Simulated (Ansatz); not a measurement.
Functionals compared on the (210) surface of fcc Cu in its 1x1 cell, outermost plane spacing 0.81 Å in the ideal cut, in Ansatz (plane waves, PAW). The structure was relaxed with PBE; the other rows are single points on it, each with its references at the same level. Cutoff 420 eV (500 eV for r2SCAN).

Set-up: 13 atoms, 9.7 Å thick at the start (thin: gaps and levels are the slab's own); mesh 11x9x1; 0.1 eV smearing; dipole correction on; all atoms relaxed; held to the part of the start's symmetry that mesh and held atoms allow; no spin, no spin-orbit, no U. These notes are the PBE run's.

| functional | surface energy (J/m²) | work function of the top face (eV) | rough cost of the single point |
|---|---|---|---|
| PBE | 1.63 | 4.36 | – |
| LDA | 2.15 | 4.72 | very roughly 5 core-minutes |
| PBEsol | 1.99 | 4.46 | around 6 core-minutes (rough) |
| RPBE | 1.40 | 4.19 | about 6 core-minutes (a rough figure) |
| r2SCAN | 1.90 | 4.35 | around 12 core-minutes (rough) |

Ansatz is a program for electronic structure.
